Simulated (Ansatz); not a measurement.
## Fluorite PtAl2

Computed with Hartree–Fock (Ansatz, a program for electronic structure, PAW).

Run with plane-wave cutoff 460 eV, 8×8×8 k mesh, Fermi–Dirac smearing 0.05 eV, scalar-relativistic PAW data made under PBE.

Cell (relaxed at this level):

```xyz
3
Lattice="0.0000 2.9857 2.9857 2.9857 0.0000 2.9857 2.9857 2.9857 0.0000" Properties=species:S:1:pos:R:3 pbc="T T T"
Al     1.4928     1.4928     1.4928
Al     4.4785     4.4785     4.4785
Pt     0.0000     0.0000     0.0000
```

```yaml
bulk_modulus: 131 GPa
pressure derivative B′ of the bulk modulus: 4.4
```

Spin–orbit coupling is not included.

Static lattice: no zero-point or thermal effects.
